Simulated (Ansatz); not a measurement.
Si under load (space group P6_3/mmc), r2SCAN with spin-orbit coupling, rigid bands in Ansatz (a program for electronic structure). Condition of this run: uniaxial stress along c of 1.8 GPa (compression positive) (the target of the relaxation). Band gap 0.53 eV, N_c = 2.67e19 cm⁻³ and N_v = 8.01e18 cm⁻³ at 300 K, conductivity masses along z (a = (3.83, 0.00, 0.00) Å; b = (-1.92, 3.32, 0.00) Å; c = (0.00, 0.00, 6.27) Å) of 1.09 mₑ (electrons) and 0.546 mₑ (holes). Take k_BT = 0.02585 eV.

A film of it is 8 nm thick, with its normal along the direction named. Estimate the confinement energies in an infinite well.

ħ²π²/(2m t²) = 0.376 eV·nm²/(m/mₑ × t²) gives 5.39 meV for electrons and 10.8 meV for holes, so the gap would widen to about 0.55 eV. Finite barriers and nonparabolic bands lower this, and with several valleys or bands the heaviest mass along the normal sets the lowest level, not this average.

What built-in voltage has an abrupt junction with N_A = 1e16 and N_D = 1e18 cm⁻³, all dopants ionised?

V_bi = E_g/e − (k_BT/e) ln(N_c N_v/(N_A N_D)) = 0.53 − 0.02585 × 9.97 = 0.27 V, for the computed gap.

What thermal injection velocity √(2k_BT/πm) limits a ballistic channel along the direction named?

5.15e6 cm/s for electrons and 7.28e6 cm/s for holes, a ratio of √(m_h/m_e) = 0.708, for dilute carriers.

Rigid bands with the computed gap; masses take one relaxation time for all states. Geometry: cell and atoms relaxed with PBEsol.
